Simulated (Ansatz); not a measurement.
# Competing hops of interstitial C in silicon strained by +1.5 % along x and y, z held, neutral cell

System: interstitial C in silicon strained by +1.5 % along x and y, z held (neutral cell). Level of theory: PBE, PAW (plane waves to 420 eV; Ansatz, a program for electronic structure).

Cell of 64 host sites held at the strained lattice (strain from the relaxed PBE one, atoms relaxed); a 2×2×2 k-point mesh shifted by half a step; Fermi-Dirac width 0.01 eV, spin-restricted; finite-size errors left in. No zero-point or tunnelling terms. The charge state is imposed; whether it is stable for some Fermi level was not computed. Sites that were not tried may lie lower.

Barriers: single points on a 3×3×3 k-point mesh shifted by half a step at the bands' geometries.

| Route | Start site over the lowest site run (eV) | Hop (Å) | Forward barrier (eV) | Backward barrier (eV) | Neighbours at the start | Neighbours at the saddle | Saddle order | Forward, on the band's own sampling (eV) |
|---|---|---|---|---|---|---|---|---|
| several atoms move together, C the farthest | 0.00 | 1.44 | 0.70 | 0.48 | Si at 1.75, 2 Si at 1.83 Å | 2 Si at 1.88, Si at 2.04, Si at 2.12 Å | not checked | 0.68 |
| several atoms move together, Si the farthest | 0.00 | 1.10 | 0.72 | 0.08 | C at 1.75 Å | C at 1.83; Si at 2.30 Å | not checked | 0.67 |

Paths come from CI-NEB runs.   A further band (one Si atom of the host carries most of the motion, 2.00 Å) gave 0.25 eV forward on its own sampling, 0.84 eV above the lowest site run, but a shoulder points to a second hump between its images, so it is not taken as a result.
